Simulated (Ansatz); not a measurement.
The starting structures come from a database of crystals and need not be the phases stable at ambient conditions.

Given:

```
CELL_PARAMETERS angstrom
      4.61362     0.00000     0.00000
      0.00000     4.61362     0.00000
      0.00000     0.00000     6.49047
ATOMIC_POSITIONS crystal
  Mg 0.50000 0.50000 0.50000
  Cd 0.00000 0.00000 0.00000
  Te 0.00000 0.50000 0.25545
  Te 0.50000 0.00000 0.74455
```

Space group of this cell: P-4m2. The cell is taken as given; by PBEsol its mean pressure is -0.9 GPa.

Calculation: PBEsol (plane waves, PAW; Ansatz, a program for electronic structure).

The current runs along the normal of the first two printed vectors; no spin-orbit coupling. Scaled by the factor s: all lengths (ions clamped). The meshes follow the cell: 8×8×6 and 8×8 across at s = 0.98, 8×8×6 and 8×8 across at s = 1.00, 6×6×6 and 6×6 across at s = 1.02.

| s | mean pressure (GPa) | slowest mid-gap decay constant κ (1/Å) |
|---|---|---|
| 0.98 | 1.6 | 0.121 |
| 1.00 | -0.9 | 0.107 |
| 1.02 | -2.7 | ? |

Task: Take the slope of the slowest mid-gap decay constant κ against ln s from the two given rows, extrapolate to s = 1.02, and say what the run there gives.

Result: Slope = (0.121 − 0.107) / ln 0.98 = -0.693 1/Å. The line gives 0.107 + (-0.693) × ln 1.02 = 0.093 1/Å. The run gives 0.094 1/Å, 0.001 1/Å over the line, 5 % of the predicted step.
